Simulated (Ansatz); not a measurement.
Response to strain in Re

Start from Re in the hcp (Mg type) structure (space group P6_3/mmc, No. 194; relaxed with 0.1 eV smearing).

```xyz
2
Lattice="2.7764 0.0000 0.0000 -1.3882 2.4045 0.0000 0.0000 0.0000 4.4809" Properties=species:S:1:pos:R:3 pbc="T T T"
Re     1.3882     0.8015     3.3607
Re     0.0000     1.6030     1.1202
```

Cartesian axes are those of the cell as printed.

Strains are applied to the cell and any free atomic positions relax.

Computed with PBE (Ansatz, a program for electronic structure, PAW, no spin-orbit coupling).

Notes on the quantities. energy relative to the base: free energy F.

| uniaxial strain ε_zz (%) | energy relative to the base (meV/atom) |
|---|---|
| -3 | 29.3 |
| -2.5 | 20.2 |
| -2 | ? |
| -1.5 | 7.1 |
| -1 | 3.1 |
| -0.5 | 0.8 |
| 0 | 0.0 |

Fit ΔE = Aε² + Bε³ (ε in %) to the rows shown and predict the withheld row.

Least squares on the printed values gives A = 3.07 and B = -0.062 meV/atom (largest residual 0.0 meV/atom); this predicts 12.8 meV/atom, and the run gives 12.8 meV/atom, in agreement.

Stability against distortions was not tested. The final runs are not spin-polarised.
